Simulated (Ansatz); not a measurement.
Ansatz (a program for electronic structure) run on SrBi3 (Pm-3m, 4 atoms in the cell): self-consistent single point.

Method of the run: PBEsol with spin-orbit coupling, default PAW files made with PBE (plane waves; Ansatz).

```yaml
crystal:
  lattice:
    - [5.04969, 0.00000, 0.00000]
    - [0.00000, 5.04969, 0.00000]
    - [0.00000, 0.00000, 5.04969]
  atoms:
    - { symbol: Sr, position: [0.00000, 0.00000, 0.00000] }
    - { symbol: Bi, position: [0.50000, 0.50000, 0.00000] }
    - { symbol: Bi, position: [0.00000, 0.50000, 0.50000] }
    - { symbol: Bi, position: [0.50000, 0.00000, 0.50000] }
```

Reference input (self-consistent single point, DFT, PBEsol, plane waves, default PAW files made with PBE): kpoints.mp_grid.grid = 5 5 5; hamiltonian.xc = pbesol; hamiltonian.pseudopotentials = {kind: paw} (the program's default PAW files); scf.occupations.method = gaussian; scf.occupations.width = 0.0073 Ry. This run's input differs from it in these lines:

Ansatz 0.2 input:
```diff
@@ -15,2 +15,5 @@
   pseudopotentials: { kind: paw }
+magnetization:
+  noncollinear: true
+  spin_orbit: true
 scf:
```

Output (repeated stretches shortened):

```
SCF iter   1: F=—  HF=-40344.842244 eV  |F-HF|=—  |Δ(HF+E_count)|=         —  Δρ=2.94e-2  dr2=3.93e0  dr2_m=0.00e0 (ungated)  ethr=3.10e-3  |M|=0.00e0 ∫|m|=0.00e0 μB  |m|>n=0.0e0 m-floor=0.0e0 τ_xc=0.0e0  β_m=0.30  ⟨swp⟩=9.9  Hψ=1794  notcnv=0
all-band conjugate gradients solve this SCF's bands
preconditioner: auto → Resta (q_TF=auto, 2.368 Å⁻¹)
   [... lines left out ...]
SCF iter   7: F=—  HF=-40343.492344 eV  |F-HF|=—  |Δ(HF+E_count)|=   1.26e-4  Δρ=5.57e-6  dr2=4.99e-8  dr2_m=0.00e0 (ungated)  ethr=1.82e-10  |M|=0.00e0 ∫|m|=0.00e0 μB  |m|>n=0.0e0 m-floor=0.0e0 τ_xc=0.0e0  β_m=0.97  ⟨swp⟩=13.6  Hψ=1993  notcnv=0
SCF iter   8: F=-40343.492344 eV  HF=-40343.492344 eV  |F-HF|=6.40e-10  |Δ(HF+E_count)|=   3.57e-9  Δρ=1.26e-6  dr2=1.85e-9  dr2_m=0.00e0 (ungated)  ethr=9.07e-11  |M|=0.00e0 ∫|m|=0.00e0 μB  |m|>n=0.0e0 m-floor=0.0e0 τ_xc=0.0e0  ⟨swp⟩=1.9  Hψ=1050  notcnv=0
SCF 1 converged in 8 iterations: F = -40343.492344 eV  dr2 = 1.85e-9
Magnetization: |M| = 0.0000 μB,  M = (+0.0000, +0.0000, +0.0000) μB
Absolute magnetization: 0.0000 μB (∫|m|)
  site 0: m = (+0.0000, +0.0000, +0.0000) μB, |m| = 0.0000 μB  (R = 1.47 Å)
  site 1: m = (+0.0000, +0.0000, +0.0000) μB, |m| = 0.0000 μB  (R = 1.47 Å)
  site 2: m = (+0.0000, +0.0000, +0.0000) μB, |m| = 0.0000 μB  (R = 1.47 Å)
  site 3: m = (+0.0000, +0.0000, +0.0000) μB, |m| = 0.0000 μB  (R = 1.47 Å)
Free energy (F): -40343.492344 eV
Internal energy: -40343.472892 eV  (E = F + TS)
E sigma→0 (E₀):  -40343.482618 eV
Entropy (-TS):   -0.019452 eV (-4.863 meV/atom)
Fermi energy:    10.547380 eV
--- Forces (eV/Å), atoms counted from 1 ---
  atom   1  Sr    -0.00000000     0.00000000     0.00000000
   [... zero for the other atoms too ...]
--- Stress (GPa, compression-positive) ---
       -0.991180      -0.000000      -0.000000
       -0.000000      -0.991180       0.000000
        0.000000       0.000000      -0.991180
  P = ⅓ Tr σ = -0.9912 GPa (-9.912 kbar)
  The stress holds the Pulay correction. Without it, at fixed plane waves, as pw.x and ABINIT print it: P = -1.0127 GPa
```

The run converged in 8 iterations. Against the reference run the pressure goes from -1.75 to -0.99 GPa.

The starting cell comes from a database of computed structures (which also holds hypothetical and non-ambient phases and stackings), without a prior relaxation at this level. Its lattice was rescaled by a random factor within 2.5 % of one. Ansatz's pressure includes its estimate of the finite-basis (Pulay) stress.

Cost on one core of a shared machine: roughly 40 s.
